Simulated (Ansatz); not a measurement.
**Zn6Mo: uniaxial stress, 1 GPa compression along x**

Base system: Zn6Mo (space group Fm-3m, No. 225; a = 7.5779 Å; a cell from a computed database, its experimental status unchecked). Axes: x, y, z lie along the cube axes.

Now apply this change: uniaxial stress, 1 GPa compression along x; all other stress components relax to zero.

Method: PBEsol, PAW, 420 eV (Ansatz, a first-principles code; scalar-relativistic without spin-orbit coupling). Settings: 11×11×11 k-points, 0.05 eV Fermi–Dirac smearing.

The space group becomes I4/mmm (No. 139) (base: Fm-3m (No. 225)) and the energy increases by 0.6 meV/atom. The band gap is still zero and the strain response (xx, yy, zz) is (−1.29, +0.50, +0.50) % (rough).

Without a gap, meshes like the base's 11×11×11 leave anisotropic stresses uncertain by several tenths of a GPa, and small strain energies with them. Stability under load was not tested beyond the relaxation. The final runs are not spin-polarised. Zn6Mo has a high density of states at the Fermi level and may be magnetic at this level.
